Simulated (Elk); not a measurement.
Worked example: self-consistent single point of CaY (P4/mmm, 2 atoms in the cell) in Elk

Level of theory: PBE, all-electron FP-LAPW, Elk's shipped species files, LAPW+lo basis in Elk 10.2.4.

Input as run:

```
tasks
  0

xctype
  20

rgkmax
  7.5

gmaxvr
  16.0

nxoapwlo
  1

stype
  0

swidth
  0.00367493

maxscl
  100

avec
    6.8582658611    0.0000000000    0.0000000000
    0.0000000000    6.8582658611    0.0000000000
    0.0000000000    0.0000000000    8.9892268639

atoms
  2
  'Ca.in'
  1
  0.5000000000  0.5000000000  0.5000000000    0.0 0.0 0.0
  'Y.in'
  1
  0.0000000000  0.0000000000  0.0000000000    0.0 0.0 0.0

ngridk
  7 7 5
```

Log, with long lists cut:

```
│ Elk code version 10.2.4 │

All units are atomic (Hartree, Bohr, etc.)

│ Ground-state run starting from atomic densities │

Lattice vectors :
   6.858265861       0.000000000       0.000000000
   0.000000000       6.858265861       0.000000000
   0.000000000       0.000000000       8.989226864

Unit cell volume      :    422.8155724
Brillouin zone volume :   0.5866629084

Muffin-tin inner radius fraction :   0.1000000000E-01

Nuclei treated as point charges

Species :    1 (Ca)
 parameters loaded from : Ca.in
 name : calcium
 nuclear charge    :   -20.00000000
 electronic charge :    20.00000000
 atomic mass :    73057.72469
 muffin-tin radius :    2.400000000
 number of radial points in muffin-tin :    497
 atomic positions (lattice), magnetic fields (Cartesian) :
   1 :   0.00000000  0.00000000  0.00000000    0.00000000  0.00000000  0.00000000

Species :    2 (Y)
 parameters loaded from : Y.in
 name : yttrium
 nuclear charge    :   -39.00000000
 electronic charge :    39.00000000
 atomic mass :    162065.4502
 muffin-tin radius :    2.600000000
 number of radial points in muffin-tin :    597
 atomic positions (lattice), magnetic fields (Cartesian) :
   1 :   0.50000000  0.50000000  0.50000000    0.00000000  0.00000000  0.00000000

Total number of atoms per unit cell :    2

Spin treatment :
 spin-unpolarised

Number of Bravais lattice symmetries :   16
Number of crystal symmetries         :   16
Crystal has inversion symmetry
Real symmetric eigensolver will be used

k-point grid :      7     7     5
k-point offset :    0.000000000       0.000000000       0.000000000
k-point set is reduced with full crystal symmetry group
Total number of k-points :       30

Muffin-tin radius times maximum |G+k| :    7.500000000
 using average radius
Maximum |G+k| for APW functions       :    3.000000000
Maximum (1/2)|G+k|²                   :    4.500000000
Maximum |G| for potential and density :    16.00000000
 potential will be trimmed for |G| > 2 gkmax
Constant for pseudocharge density :   10
Radial integration step length :    4

G-vector grid sizes :     35    35    48
Number of G-vectors :    29249

Maximum angular momentum used for
 APW functions                      :    8
 outer part of muffin-tin           :    6
 inner part of muffin-tin           :    1

Total nuclear charge    :   -59.00000000
Total core charge       :    38.00000000
Total valence charge    :    21.00000000
Total excess charge     :    0.000000000
Total electronic charge :    59.00000000

Effective Wigner radius, rₛ :    1.196015435

Number of empty states         :    8
Total number of valence states :   19
Total number of core states    :   38

Total number of local-orbitals :   21

Exchange-correlation functional :     20     0     0
 Perdew-Burke-Ernzerhof, Phys. Rev. Lett. 77, 3865 (1996)
 gradient requirement :    1
 generalised gradient approximation (GGA)

Smearing type :    0
 Gaussian
Smearing width :   0.3674930000E-02
Effective electronic temperature (K) :    1160.451112

Mixing type :    3
 Broyden mixing, J. Phys. A: Math. Gen. 17, L317 (1984)

Kohn-Sham potential initialised from atomic data

│ Self-consistent loop started │
│ Loop number : 1 │
 total energy                :     -4068.63813131
│ Loop number : 2 │
 total energy                :     -4068.64610107
RMS change in Kohn-Sham potential (target) :   0.2698622554     (  0.1000000000E-05)
Absolute change in total energy (target)   :   0.7969758065E-02 (  0.1000000000E-03)
│ Loop number : 3 │
 total energy                :     -4068.40212300
RMS change in Kohn-Sham potential (target) :   0.2486604673     (  0.1000000000E-05)
Absolute change in total energy (target)   :   0.2419856296     (  0.1000000000E-03)
│ Loop number : 4 │
 total energy                :     -4067.22156950
RMS change in Kohn-Sham potential (target) :   0.9951794936E-01 (  0.1000000000E-05)
Absolute change in total energy (target)   :    1.241049916     (  0.1000000000E-03)
│ Loop number : 5 │
 total energy                :     -4066.53424593
RMS change in Kohn-Sham potential (target) :   0.3119489406E-01 (  0.1000000000E-05)
Absolute change in total energy (target)   :   0.9975860462     (  0.1000000000E-03)
│ Loop number : 6 │
 total energy                :     -4066.28488348
RMS change in Kohn-Sham potential (target) :   0.7560163718E-02 (  0.1000000000E-05)
Absolute change in total energy (target)   :   0.4987589558     (  0.1000000000E-03)
│ Loop number : 7 │
 total energy                :     -4066.20577370
RMS change in Kohn-Sham potential (target) :   0.5028553887E-03 (  0.1000000000E-05)
Absolute change in total energy (target)   :   0.2037995241     (  0.1000000000E-03)
│ Loop number : 8 │
 total energy                :     -4066.20042272
RMS change in Kohn-Sham potential (target) :   0.2551430215E-03 (  0.1000000000E-05)
Absolute change in total energy (target)   :   0.5630085869E-01 (  0.1000000000E-03)
│ Loop number : 9 │
 total energy                :     -4066.19905902
RMS change in Kohn-Sham potential (target) :   0.4148929836E-04 (  0.1000000000E-05)
Absolute change in total energy (target)   :   0.1543891605E-01 (  0.1000000000E-03)
│ Loop number : 10 │
 total energy                :     -4066.19891250
RMS change in Kohn-Sham potential (target) :   0.1915772461E-04 (  0.1000000000E-05)
Absolute change in total energy (target)   :   0.4006244794E-02 (  0.1000000000E-03)
│ Loop number : 11 │
 total energy                :     -4066.19879366
RMS change in Kohn-Sham potential (target) :   0.7265709195E-05 (  0.1000000000E-05)
Absolute change in total energy (target)   :   0.1120400552E-02 (  0.1000000000E-03)
│ Loop number : 12 │
 total energy                :     -4066.19851723
RMS change in Kohn-Sham potential (target) :   0.2925820403E-05 (  0.1000000000E-05)
Absolute change in total energy (target)   :   0.5565324168E-03 (  0.1000000000E-03)
│ Loop number : 13 │
 total energy                :     -4066.19850876
RMS change in Kohn-Sham potential (target) :   0.6611268935E-06 (  0.1000000000E-05)
Absolute change in total energy (target)   :   0.1476085226E-03 (  0.1000000000E-03)
│ Loop number : 14 │
 total energy                :     -4066.19850177
RMS change in Kohn-Sham potential (target) :   0.2019453014E-06 (  0.1000000000E-05)
Absolute change in total energy (target)   :   0.4388517164E-04 (  0.1000000000E-03)
Convergence targets achieved

│ Loop number : 15 │

Energies :
 Fermi                       :     0.214795475164
 sum of eigenvalues          :     -2399.03454946
 electron kinetic            :      4178.20181304
 core electron kinetic       :      4076.64801431
 Coulomb                     :     -8098.40820159
 Coulomb potential           :     -6387.44283739
 nuclear-nuclear             :     -384.777085080
 electron-nuclear            :     -9039.81939563
 Hartree                     :      1326.18827912
 Madelung                    :     -4904.68678290
 xc potential                :     -189.793525108
 exchange                    :     -143.229056336
 correlation                 :     -2.76305285425
 total energy                :     -4066.19849774

Density of states at Fermi energy :    83.14449304
 (states/Hartree/unit cell)

Estimated indirect band gap :   0.1920045060E-02
 from k-point     30 to k-point     17
Estimated direct band gap   :   0.5300296901E-02
 at k-point     30

Charges :
 core                        :    38.00000000
 valence                     :    21.00000000
 interstitial                :    3.959019550
 muffin-tins (core leakage)
  species :    1 (Ca)
   atom    1                 :    18.23452160     (  0.1967116781E-07)
  species :    2 (Y)
   atom    1                 :    36.80645885     (  0.9009691503E-05)
 total in muffin-tins        :    55.04098045
 total calculated charge     :    59.01031266
 total charge                :    59.00000000
 error                       :   0.1031266380E-01

│ Self-consistent loop stopped │
```

The run converged in 15 iterations. The count includes the last loop, which Elk runs after its targets are met.

The starting cell was generated: these elements placed on a structure prototype, without a prior relaxation; it need not be a known phase or ordering of this composition. Values depend on the basis (sphere radii, cutoffs, local orbitals), which need not be converged. The log's line on a gap gives a spacing of levels on this mesh, which the program prints for metals too.
